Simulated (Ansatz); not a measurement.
Base system: ZrSi₂ (space group Cmcm, No. 63; a = 3.704 Å, b = 14.792 Å, c = 3.679 Å).

Computed with PBE (Ansatz, a first-principles code; PAW; 420 eV plane waves; scalar-relativistic without spin-orbit coupling).

Base values:

| Quantity | Result |
|---|---|
| Volume per atom | 16.80 Å³ |

It is then changed as follows: a hydrostatic pressure of 0.9 GPa.

Question: How does this affect the volume per atom?

Answer: The volume per atom drops by 0.12 Å³ to 16.68 Å³.

Load acts through the strain it causes; cell and atoms are relaxed under it. Stability against distortions was not tested. All final runs are without spin polarisation.
